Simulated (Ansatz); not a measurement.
Take Pd in the fcc (Cu type) structure (space group Fm-3m, No. 225; a = 3.8777 Å; relaxed with 0.1 eV smearing) as the base. Axes: x, y, z lie along the cube axes.

The values are results of PBEsol (Ansatz, a quantum-chemistry and plane-wave program; PAW; 420 eV plane waves; spin-orbit coupling left out), not measurements.

For the base:

| Property | Result |
|---|---|
| Shortest interatomic distance | 2.742 Å |

Modification: compressive biaxial strain of 2.00 % in the plane normal to [001], as in epitaxy on a mismatched substrate; the out-of-plane cell vector and the atoms relax.

Problem. How does this affect the in-plane stress, shortest interatomic distance, out-of-plane strain and energy relative to the base?

Solution. The mean in-plane stress (compression positive) comes out as +3.9 GPa; the shortest interatomic distance drops by 0.055 Å (2.742 Å → 2.687 Å); the out-of-plane strain comes out as +2.91 %; the energy increases by 6.8 meV/atom.

Stability against distortions was not tested. All final runs are without spin polarisation.
